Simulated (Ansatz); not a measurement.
The starting structures come from a database of crystals and need not be the phases stable at ambient conditions.

 Where the default PAW files enter, the runs use the earlier of Ansatz's two default sets.

By PBEsol, the system below comes out a metal.

The ballistic (Sharvin) conductance counts the channels at the Fermi level: G/A = (e²/h) × channels of both spins per area.

Given:

```yaml
crystal:
  lattice:
    - [3.33162, 0.00000, 0.00000]
    - [-1.66581, 2.88527, 0.00000]
    - [1.66581, 0.96176, 11.77358]
  atoms:
    - { symbol: Ta, position: [0.83577, 0.91789, 0.24634] }
    - { symbol: Ta, position: [0.16423, 0.08211, 0.75366] }
    - { symbol: S, position: [0.58503, 0.79252, 0.62245] }
    - { symbol: S, position: [0.41497, 0.20748, 0.37755] }
    - { symbol: S, position: [0.25638, 0.62819, 0.11543] }
    - { symbol: S, position: [0.74362, 0.37181, 0.88457] }
```

Space group of this cell: R-3m. The cell was relaxed by PBE-D3(BJ); by PBEsol its mean pressure is -1.1 GPa.

The current flows along the normal of the first two printed cell vectors, the (001) plane of the conventional cell. No spin-orbit coupling; the value is a mean over 0.1 eV about the Fermi level.

State the ballistic conductance per area according to PBEsol (Ansatz, a first-principles code).

0.24 × 10¹⁵ S/m² for both spins.
